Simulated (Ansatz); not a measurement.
Input and output of a self-consistent single point for LuBRh3 (P4mm, 5 atoms in the cell) (Ansatz, a program for electronic structure).

Method of the run: PBEsol, harder PAW files (source: ansatz) made with PBE (plane waves; Ansatz).

```xyz
5
Lattice="4.1582 0.0000 0.0000 0.0000 4.1582 0.0000 0.0000 0.0000 4.1582" Properties=species:S:1:pos:R:3 pbc="T T T"
Lu     0.0000     0.0000     0.0500
B      2.0791     2.0791     2.0791
Rh     0.0000     2.0791     2.0791
Rh     2.0791     0.0000     2.0791
Rh     2.0791     2.0791     0.0000
```

Reference input (self-consistent single point, DFT, PBEsol, plane waves, default PAW files made with PBE): basis.ecutwfc = 30.9 Ry; kpoints.mp_grid.grid = 7 7 7; hamiltonian.xc = pbesol; hamiltonian.pseudopotentials = {kind: paw} (the program's default PAW files); scf.occupations.method = gaussian; scf.occupations.width = 0.0073 Ry. This run's input differs from it in these lines:

Ansatz 0.2 input:
```diff
@@ -12,3 +12,3 @@
 basis:
-  ecutwfc: 30.9 Ry
+  ecutwfc: 23.5 Ry
 kpoints:
@@ -20,2 +20,3 @@
     kind: paw
+    source: ansatz
 scf:
```

The program printed (abridged):

```
SCF iter   1: F=—  HF=-33772.407074 eV  |F-HF|=—  |Δ(HF+E_count)|=         —  Δρ=2.87e-1  dr2=9.51e1  ethr=3.10e-3  ⟨swp⟩=6.2  Hψ=8040  notcnv=0
all-band conjugate gradients solve this SCF's bands
preconditioner: auto → Resta (q_TF=auto, 2.771 Å⁻¹)
SCF iter   2: F=—  HF=-33762.357416 eV  |F-HF|=—  |Δ(HF+E_count)|=    1.00e1  Δρ=1.41e-1  dr2=2.52e1  ethr=3.10e-3  ⟨swp⟩=2.9  Hψ=4195  notcnv=0  defer=59
   [... lines left out ...]
SCF iter   7: F=—  HF=-33757.971984 eV  |F-HF|=—  |Δ(HF+E_count)|=   6.49e-3  Δρ=7.43e-4  dr2=7.23e-4  ethr=2.41e-5  ⟨swp⟩=2.0  Hψ=2837  notcnv=0  defer=76
SCF iter   8: F=—  HF=-33757.971740 eV  |F-HF|=—  |Δ(HF+E_count)|=   2.44e-4  Δρ=1.25e-4  dr2=1.91e-5  ethr=9.16e-7  ⟨swp⟩=2.5  Hψ=3244  notcnv=0  defer=76
SCF iter   9: F=—  HF=-33757.971740 eV  |F-HF|=—  |Δ(HF+E_count)|=   2.73e-7  Δρ=2.90e-5  dr2=8.90e-7  ethr=2.42e-8  ⟨swp⟩=2.0  Hψ=2825  notcnv=0  defer=76
SCF iter  10: F=-33757.971740 eV  HF=-33757.971740 eV  |F-HF|=6.96e-9  |Δ(HF+E_count)|=   2.26e-7  Δρ=5.93e-6  dr2=1.74e-8  ethr=1.27e-10  ⟨swp⟩=11.2  Hψ=8058  notcnv=0
SCF 1 converged in 10 iterations: F = -33757.971740 eV  dr2 = 1.74e-8
Free energy (F): -33757.971740 eV
Internal energy: -33757.949317 eV  (E = F + TS)
E sigma→0 (E₀):  -33757.960529 eV
Entropy (-TS):   -0.022422 eV (-4.484 meV/atom)
Fermi energy:    18.701156 eV
--- Forces (eV/Å), atoms counted from 1 ---
  atom   1  Lu     0.00000000     0.00000000    -0.38619332
  atom   2  B      0.00000000     0.00000000     0.03367459
  atom   3  Rh     0.00000000     0.00000000     0.15329364
  atom   4  Rh     0.00000000     0.00000000     0.15329364
  atom   5  Rh    -0.00000000     0.00000000     0.04586888
--- Stress (GPa, compression-positive) ---
        8.749970       0.000000       0.000000
        0.000000       8.749970       0.000000
        0.000000       0.000000       8.690341
  P = ⅓ Tr σ = 8.7301 GPa (87.301 kbar)
  The stress holds the Pulay correction. Without it, at fixed plane waves, as pw.x and ABINIT print it: P = -683.1731 GPa
```

The run converged in 10 iterations. Against the reference run the pressure goes from -5.24 to 8.73 GPa and the largest force goes from 0.326 to 0.386 eV/Å.

The starting cell comes from a database of computed structures (which also holds hypothetical and non-ambient phases and stackings), without a prior relaxation at this level. Its lattice was rescaled by up to half a per cent. One atom was moved a little off its site on purpose. Spin polarisation is off. Ansatz's pressure includes its estimate of the finite-basis (Pulay) stress. Without the estimate this run gives -683.17 GPa. The cutoff lies below the one recommended for these files.
